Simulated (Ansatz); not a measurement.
Ansatz (an electronic-structure program) run on MgS (I4mm, 2 atoms in the cell): self-consistent single point.

Method of the run: LDA (PW92), default PAW files made with PBE (plane waves; Ansatz).

```yaml
crystal:
  lattice:
    - [0.00000, 2.60780, 2.60780]
    - [2.60780, 0.00000, 2.60780]
    - [2.60780, 2.60780, 0.00000]
  atoms:
    - { symbol: Mg, position: [0.00959, 0.00959, 0.99041] }
    - { symbol: S, position: [0.50000, 0.50000, 0.50000] }
```

Reference input (self-consistent single point, DFT, LDA (PW92), plane waves, default PAW files made with PBE): basis.ecutwfc = 420 eV; kpoints.mp_grid.grid = 8 8 8; hamiltonian.xc = lda; hamiltonian.pseudopotentials = {kind: paw} (the program's default PAW files); scf.occupations.method = fermi_dirac; scf.occupations.width = 0.05 eV. This run's input differs from it in these lines:

Ansatz 0.2 input:
```diff
@@ -12,3 +12,3 @@
 kpoints:
-  mp_grid: { grid: [8, 8, 8] }
+  mp_grid: { grid: [4, 4, 4] }
 hamiltonian:
```

Output (repeated stretches shortened):

```
SCF iter   1: F=—  HF=-2774.107962 eV  |F-HF|=—  |Δ(HF+E_count)|=         —  Δρ=6.20e-3  dr2=5.69e-3  ethr=1.77e-3  ⟨swp⟩=6.2  Hψ=941  notcnv=0
all-band conjugate gradients solve this SCF's bands
preconditioner: auto → none
SCF iter   2: F=—  HF=-2774.103091 eV  |F-HF|=—  |Δ(HF+E_count)|=   4.87e-3  Δρ=2.37e-3  dr2=1.24e-3  ethr=3.56e-5  ⟨swp⟩=2.0  Hψ=401  notcnv=0
SCF iter   3: F=—  HF=-2774.102550 eV  |F-HF|=—  |Δ(HF+E_count)|=   5.41e-4  Δρ=6.28e-4  dr2=1.41e-4  ethr=7.75e-6  ⟨swp⟩=2.4  Hψ=248  notcnv=0
SCF iter   4: F=—  HF=-2774.102493 eV  |F-HF|=—  |Δ(HF+E_count)|=   5.71e-5  Δρ=1.57e-4  dr2=4.35e-6  ethr=8.79e-7  ⟨swp⟩=2.0  Hψ=204  notcnv=0
SCF iter   5: F=—  HF=-2774.102494 eV  |F-HF|=—  |Δ(HF+E_count)|=   3.11e-7  Δρ=2.34e-5  dr2=2.81e-7  ethr=2.72e-8  ⟨swp⟩=2.2  Hψ=208  notcnv=0
SCF iter   6: F=-2774.102493 eV  HF=-2774.102493 eV  |F-HF|=1.12e-9  |Δ(HF+E_count)|=   9.10e-8  Δρ=2.23e-6  dr2=1.56e-9  ethr=6.25e-10  ⟨swp⟩=4.5  Hψ=524  notcnv=0
SCF 1 converged in 6 iterations: F = -2774.102493 eV  dr2 = 1.56e-9
Free energy (F): -2774.102493 eV
Internal energy: -2774.102493 eV  (E = F + TS)
E sigma→0 (E₀):  -2774.102493 eV
Fermi energy:    7.393649 eV
--- Forces (eV/Å), atoms counted from 1 ---
  atom   1  Mg    -0.00000000     0.00000000    -0.11870111
  atom   2  S     -0.00000000     0.00000000     0.11870496
--- Stress (GPa, compression-positive) ---
       -3.403646       0.000000       0.000000
        0.000000      -3.403646       0.000000
        0.000000       0.000000      -3.115011
  P = ⅓ Tr σ = -3.3074 GPa (-33.074 kbar)
  The stress holds the Pulay correction. Without it, at fixed plane waves, as pw.x and ABINIT print it: P = -3.3163 GPa
```

The run converged in 6 iterations. Against the reference run the free energy goes up by 25.9 meV/atom, the pressure goes from -3.68 to -3.31 GPa, the largest force moves little (0.121 to 0.119 eV/Å) and the gap on the mesh goes from 2.546 to 2.517 eV.

The starting cell has typed, rounded lattice constants, without a prior relaxation at this level. Its lattice was rescaled by up to half a per cent. One atom was moved a little off its site on purpose. With a pressure of about -3 GPa the cell is away from its equilibrium volume at this level. Ansatz's pressure includes its estimate of the finite-basis (Pulay) stress.
